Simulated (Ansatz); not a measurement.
# Ru: Ru → Cu

The parent structure is Ru in the hcp (Mg type) structure (space group P6_3/mmc, No. 194; a = 2.7045 Å, c = 4.2601 Å).

Modification: full substitution Ru → Cu, then cell and atoms are relaxed.

Level of theory: Kohn–Sham DFT with the r2SCAN functional, run in Ansatz (an electronic-structure program) with PAW and 500 eV plane waves, no spin-orbit coupling. Γ-centred 21×21×11 mesh, Fermi–Dirac width 0.05 eV, for the changed cell.

```
quantity                           base             changed        shift
-------------------  ------------------  ------------------  -----------
volume per atom                13.49 Å³            11.45 Å³    -2.047 Å³
density                     12.44 g/cm³          9.22 g/cm³  -3.22 g/cm³
lattice parameter a             2.705 Å             2.521 Å     -0.184 Å
c/a ratio                         1.575               1.650       +0.075
space group          P6_3/mmc (No. 194)  P6_3/mmc (No. 194)            –
band gap                           zero                zero            –
```

Stability against distortions was not tested. For Cu in this form, whether it has been made was not checked. The final runs are not spin-polarised. This is not the structure that Cu has at room temperature and ambient pressure.
